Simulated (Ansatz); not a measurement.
Start from BAs in the zinc blende structure (space group F-43m, No. 216; a = 4.7322 Å).

Structures relaxed with LDA (Ansatz, a program for electronic structure), no spin-orbit coupling.

Base:

Simulated powder pattern, Cu Kα1, λ = 1.54056 Å (kinematic, ideal powder, no thermal factors, no anomalous dispersion; the 14 strongest lines at most, above 2 %, up to 2θ = 90°):

| 2θ (°) | I/Imax (%) | hkl |
|---|---|---|
| 32.75 | 100 | (111) |
| 38.00 | 40 | (200) |
| 54.83 | 40 | (220) |
| 65.35 | 40 | (311) |
| 68.65 | 9.5 | (222) |
| 81.25 | 6.2 | (400) |

Now apply this change: a hydrostatic pressure of 15 GPa.

Problem. Where do the lines fall after the change?

Solution. 
Simulated powder pattern, Cu Kα1, λ = 1.54056 Å (kinematic, ideal powder, no thermal factors, no anomalous dispersion; the 14 strongest lines at most, above 2 %, up to 2θ = 90°):

```tsv
2θ (°)	I/Imax (%)	hkl
33.73	100	(111)
39.14	40	(200)
56.56	39	(220)
67.49	39	(311)
70.93	9.3	(222)
84.13	6.2	(400)
```

The indices refer to the base's conventional cell; one index is shown for lines that coincide.

Load acts through the strain it causes; cell and atoms are relaxed under it. No phonon test of stability was made. Competing high-pressure phases were not computed.
